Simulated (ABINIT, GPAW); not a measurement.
A GPAW input for a self-consistent single point of CsBr (Fm-3m, 2 atoms in the cell) (DFT LDA (Perdew-Wang 92), plane waves, GPAW PAW datasets LDA (gpaw-data 1.0.1)):

```python
from ase import Atoms
from ase.units import GPa
from gpaw import GPAW, PW, FermiDirac

atoms = Atoms(['Cs', 'Br'],
              cell=[[0.000000, 3.661035, 3.661035],
                    [3.661035, 0.000000, 3.661035],
                    [3.661035, 3.661035, 0.000000]],
              scaled_positions=[[0.000000, 0.000000, 0.000000],
                                [0.500000, 0.500000, 0.500000]],
              pbc=True)

calc = GPAW(mode=PW(550),
            xc='LDA',
            kpts={'size': (6, 6, 6), 'gamma': True},
            occupations=FermiDirac(0.01),
            nbands=-4,
            convergence={'bands': -2},
            symmetry={'symmorphic': False, 'tolerance': 0.0005},
            maxiter=150,
            txt='-')

atoms.calc = calc

energy = atoms.get_potential_energy()
print('Energy (eV):', round(energy, 6))
forces = atoms.get_forces()
print('Forces (eV/Ang):')
print(forces.round(5))
stress = atoms.get_stress()
print('Stress (GPa, Voigt):', (stress / GPa).round(4))
```

**Question.** Give the ABINIT input for the same structure, mesh, smearing and functional.

**Answer.** This is the input that was run; spellings and numerical settings could be chosen otherwise.

```
# CsBr, PseudoDojo nc-sr-04 LDA standard
pp_dirpath "./"
pseudos "Cs.upf, Br.upf"
acell 3*1.0 Angstrom
rprim
        -0.0000000000    3.6610350000    3.6610350000
         3.6610350000   -0.0000000000    3.6610350000
         3.6610350000    3.6610350000   -0.0000000000
natom 2
ntypat 2
znucl 55 35
typat 1 2
xred
         0.0000000000    0.0000000000    0.0000000000
         0.5000000000    0.5000000000    0.5000000000
ecut 653 eV
ixc 7
occopt 3
tsmear 0.00036749
nband 13
kptopt 1
ngkpt 6 6 6
nshiftk 1
shiftk 0 0 0
nstep 100
tolvrs 1.0e-11
prtwf 0
prtden 0
enunit 2
```

Basis settings and potentials, where a program has them, do not carry over. This input uses DFT, LDA (PW92), plane waves, norm-conserving pseudopotentials (PseudoDojo nc-sr-04 LDA standard). LDA parametrisations can differ slightly between programs. Both were run: pressure -1.46 GPa in GPAW and -1.50 in ABINIT; gap on the mesh 3.940 eV in GPAW and 3.941 in ABINIT.

On ABINIT: the starting cell comes from a database of computed structures (which also holds hypothetical and non-ambient phases and stackings), without a prior relaxation at this level.

On GPAW: the starting cell comes from a database of computed structures (which also holds hypothetical and non-ambient phases and stackings), without a prior relaxation at this level.
